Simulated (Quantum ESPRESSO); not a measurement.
Worked example: self-consistent single point of Mg14CdSi (P-6m2, 16 atoms in the cell) in Quantum ESPRESSO.

Method: LDA (PZ), GBRV 1.5 ultrasoft (LDA) pseudopotentials (plane waves; Quantum ESPRESSO).

```xyz
16
Lattice="6.2911 0.0000 0.0000 -3.1456 5.4483 0.0000 0.0000 0.0000 10.3756" Properties=species:S:1:pos:R:3 pbc="T T T"
Mg     4.7135     2.7214     0.0000
Mg     3.1456     0.0056     0.0000
Mg     1.5776     2.7214     0.0000
Mg    -1.5717     2.7248     5.1878
Mg     0.0000     5.4470     5.1878
Mg     1.5717     2.7248     5.1878
Mg    -1.5856     4.5476     2.5817
Mg     1.5856     4.5476     7.7940
Mg     0.0000     1.8013     2.5817
Mg    -1.5856     4.5476     7.7940
Mg     1.5856     4.5476     2.5817
Mg     0.0000     1.8013     7.7940
Mg     3.1456     1.8161     2.6064
Mg     3.1456     1.8161     7.7693
Cd     0.0000     0.0000     5.1878
Si     0.0000     0.0000     0.0000
```

Reference input (self-consistent single point, DFT, LDA (PZ), plane waves, GBRV 1.5 ultrasoft (LDA) pseudopotentials): ecutwfc = 40 Ry; ecutrho = 200 Ry; occupations = smearing; smearing = fd; degauss = 0.0036749 Ry; potentials = {Mg: mg_lda_v1.4.uspp.F.UPF, Cd: cd_lda_v1.uspp.F.UPF, Si: si_lda_v1.uspp.F.UPF}; K_POINTS = automatic 6 6 3 0 0 0; conv_thr = 1e-09 Ry; mixing_beta = 0.3. This run's input differs from it in these lines:

```diff
@@ -14,4 +14,4 @@
   ntyp = 3
-  ecutwfc = 40
-  ecutrho = 200
+  ecutwfc = 36
+  ecutrho = 180
   occupations = 'smearing'
```

Log, with long lists cut:

```
     Self-consistent Calculation

     iteration #  1     ecut=    36.00 Ry     beta= 0.30

     negative rho (up, down):  2.043E-02 0.000E+00

     total energy              =   -1875.16432191 Ry
     estimated scf accuracy    <       2.54900508 Ry

     iteration #  2     ecut=    36.00 Ry     beta= 0.30

     negative rho (up, down):  2.029E-02 0.000E+00

     total energy              =   -1874.96628407 Ry
     estimated scf accuracy    <       0.81629418 Ry

     iteration #  3     ecut=    36.00 Ry     beta= 0.30

     negative rho (up, down):  2.033E-02 0.000E+00

     total energy              =   -1874.88955405 Ry
     estimated scf accuracy    <       1.21603392 Ry

   [... 8 blocks of this kind left out ...]

     iteration # 12     ecut=    36.00 Ry     beta= 0.30

     negative rho (up, down):  2.053E-02 0.000E+00

     total energy              =   -1875.00192862 Ry
     estimated scf accuracy    <          1.7E-09 Ry

     iteration # 13     ecut=    36.00 Ry     beta= 0.30

     negative rho (up, down):  2.053E-02 0.000E+00
     End of self-consistent calculation

     the Fermi energy is     5.8317 ev

!    total energy              =   -1875.00192862 Ry
     estimated scf accuracy    <          8.7E-11 Ry
     smearing contrib. (-TS)   =      -0.00343928 Ry
     internal energy E=F+TS    =   -1874.99848934 Ry

     convergence has been achieved in  13 iterations

     negative rho (up, down):  2.053E-02 0.000E+00

     Forces acting on atoms (cartesian axes, Ry/au):

     atom    1 type  1   force =    -0.00114416   -0.00066058    0.00000000
     atom    2 type  1   force =     0.00000000    0.00132117    0.00000000
     atom    3 type  1   force =     0.00114416   -0.00066058    0.00000000
     atom    4 type  1   force =    -0.00065447   -0.00037786    0.00000000
     atom    5 type  1   force =     0.00000000    0.00075571    0.00000000
   [... lines left out ...]
     Total force =     0.010769     Total SCF correction =     0.000021
   [... lines left out ...]

     negative rho (up, down):  2.053E-02 0.000E+00
          total   stress  (Ry/bohr**3)                   (kbar)     P=      -35.07
  -0.00021397   0.00000000   0.00000000          -31.48        0.00        0.00
   0.00000000  -0.00021397   0.00000000            0.00      -31.48        0.00
   0.00000000   0.00000000  -0.00028720            0.00        0.00      -42.25

   JOB DONE.
```

The run converged in 13 iterations. Against the reference run the free energy goes up by 3.8 meV/atom, the pressure goes from -3.05 to -3.51 GPa and the largest force stays at 0.105 eV/Å. The full log also holds: “c_bands:  1 eigenvalues not converged”.

The starting cell comes from a database of computed structures (which also holds hypothetical and non-ambient phases and stackings), without a prior relaxation at this level. Its lattice was rescaled by a random factor within 2.5 % of one.

Cost on one core of a shared machine: roughly 8 min.
